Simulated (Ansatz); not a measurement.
Base system: GaN in the zinc blende structure (space group F-43m, No. 216; a = 4.4981 Å). Axes: x, y, z lie along the cube axes.

Method: DFT with PBEsol, PAW potentials and a 420 eV plane-wave cutoff in Ansatz (a program for electronic structure), no SOC.

The change: every lattice vector is stretched by 1.50 %; the atoms relax in the strained cell.

Predict the stress tensor and what it implies for the stiffness.

Stress of the strained cell less that of the base (GPa, compression positive):
```
  -7.62    0.00    0.00
   0.00   -7.62    0.00
   0.00    0.00   -7.62
```

Then B = −ΔP/(ΔV/V₀) with ΔV/V₀ = 0.0457 gives secant stiffness values (nonlinear terms included at this strain): B ≈ 167 GPa.

As a check, the harmonic strain energy −½ V₀ Δσ:ε is 12 meV/atom; the computed energy rise is 13 meV/atom.

Whether these cells are dynamically stable was not tested. This is not the structure that GaN has at room temperature and ambient pressure.
